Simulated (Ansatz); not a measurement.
Base system: La (space group P6_3/mmc, No. 194; a = 3.786 Å, c = 12.033 Å).

Calculations: r2SCAN (Ansatz, an electronic-structure program), scalar-relativistic without spin-orbit coupling.

Base values:

The volume per atom is 37.33 Å³.

One thing is altered: every La is replaced by Cs; the structure is relaxed again.

Tabulated Pauling electronegativity and covalent radius: La 1.10, 2.07 Å; Cs 0.79, 2.44 Å.

Predict the new volume per atom.

The volume per atom increases by 87.35 Å³ (37.33 Å³ → 124.68 Å³).

Whether these cells are dynamically stable was not tested. For Cs in this form, whether it has been made was not checked. This is not the structure that Cs has at room temperature and ambient pressure.
